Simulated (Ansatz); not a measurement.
Input:

```yaml
crystal:
  lattice:
    - [2.88509, 0.00000, 0.00000]
    - [1.44254, 2.49856, 0.00000]
    - [0.00000, 0.00000, 4.70038]
  atoms:
    - { symbol: Ti, position: [0.33333, 0.33333, 0.75000] }
    - { symbol: Ti, position: [0.66667, 0.66667, 0.25000] }
```

No spin polarisation.

Method: r2SCAN (Ansatz, a program for electronic structure), spin-orbit coupling left out. Settings: 18×18×10 k-points, 0.05 eV Fermi–Dirac smearing.

Problem. Predict the band gap, space group and pressure.

Solution. The band gap comes out as zero, the space group comes out as P6_3/mmc (No. 194) and the pressure (mean of the normal stresses, compression positive) comes out as 2.6 GPa.

The cells carry an imposed strain or load. Whether these cells are dynamically stable was not tested. All final runs are without spin polarisation. The cell was made from Ti in the hcp (Mg type) structure (space group P6_3/mmc, No. 194) by this change: biaxial strain −1.73 %, plane normal [001], relaxed out of plane.
